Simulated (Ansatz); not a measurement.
## Effect of H interstitial (started 2.41 Å from the nearest host atom), symmetric start on Ca

Consider a 12-atom supercell of Ca in the fcc (Cu type) structure (space group Fm-3m, No. 225; a = 5.569 Å) at its relaxed geometry.

Modification: a neutral H interstitial (started 2.41 Å from the nearest host atom), symmetric start, atoms relaxed at fixed cell.

Level of theory: r2SCAN in Ansatz (plane waves to 500 eV, PAW, no spin-orbit coupling), earlier PAW set. k-mesh 5×4×5 (Γ-centred); smearing 0.05 eV (Fermi–Dirac).

```csv
quantity,base,changed,shift
pressure,0.0 GPa,0.0 GPa,0.0 GPa
largest displacement of a host atom from its site in the perfect cell,–,0.18 Å,–
final site of the added atom,–,4 Ca at 2.28 Å (tetrahedral),–
```

The cell is small, so the values are those of an ordered compound at a high defect concentration; dilute-limit values will differ. The defect started on the symmetric site and kept its symmetry, so it may sit on a saddle. The final runs are not spin-polarised. The defect cell is not spin-polarised.

Ansatz is a program for electronic structure.
